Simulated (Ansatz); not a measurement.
WB (Cmcm, No. 63, 4 atoms in the cell; start mp-1008487), treated with r²SCAN (PAW; Ansatz, a quantum-chemistry and plane-wave program).

Settings: plane-wave cutoff 560 eV, 18×18×18 k mesh, Fermi–Dirac smearing 0.05 eV, no spin polarisation, scalar-relativistic PAW data made under PBE.

Cell (relaxed at this level):

WB has the orthorhombic space group Cmcm (No. 63), Pearson symbol oS8. Cell: a = 3.1621 Å, b = 8.4586 Å, c = 3.0960 Å, α = 90.00°, β = 90.00°, γ = 90.00°. B on 4c sees 2 B at 1.863 Å and 6 W at 2.322–2.353 Å and 1 W at 2.487 Å. W on 4c is coordinated by 6 B at 2.322–2.353 Å and 1 B at 2.487 Å and 6 W at 2.841–2.895 Å and 4 W at 3.096–3.162 Å. (Neighbours: up to the widest gap in distance over summed covalent radii, below 1.35, at either atom; cation-cation and far metal-metal contacts left out.)
(The calculation used a cell of 4 atoms; values per cell refer to that cell.)

Q: Predict the bulk modulus B0.

A: 
* **bulk modulus B0**: 360 GPa

The run finds no gap.

Note: the bulk modulus is −V dP/dV from two relaxed cells at ±2 % in volume; the relaxation could not lower the start's symmetry, so the cell can be a saddle point above a distorted one.

Spin–orbit coupling is not included; it can open a gap where bands touch, and shift volumes and moduli.

Computed values are for the static lattice.

The result took around 13 core-minutes (rough).

A start named mp-… is a Materials Project structure, which need not be a measured phase.
